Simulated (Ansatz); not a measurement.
Defect: Sc-vacancy pair (Sc on one host Al site, one Al site vacant) in fcc Al, neutral cell. Method: PBE, PAW (plane waves to 420 eV; Ansatz, a first-principles code).

32-site cell at the relaxed PBE lattice, a 3×3×3 k-point mesh shifted by half a step, smearing 0.10 eV, spin-restricted, no finite-size correction. No zero-point or tunnelling terms. Forms of the defect that were not tried may lie lower.

Barriers: single points on a 5×5×5 k-point mesh shifted by half a step at the bands' geometries.

The step: Sc and the vacancy change places (Sc-vacancy distance between ideal sites 2.86 Å throughout); the atom moves 2.65 Å along (0.00, 0.46, 0.46) of the unit cell; the moving atom starts with neighbours 4 Al at 2.87, 2 Al at 2.89, 4 Al at 2.92, Al at 2.97 Å and ends with 4 Al at 2.87, 2 Al at 2.89, 4 Al at 2.92, Al at 2.97 Å.

Q: What is the computed migration barrier of this step (PBE, PAW)?

A: 0.73 eV, the same both ways. At the saddle the moving atom has neighbours 4 Al at 2.76, 4 Al at 3.12 Å. The saddle point's order was not checked, and it lies on a symmetry element of the cell, where a band can be held.
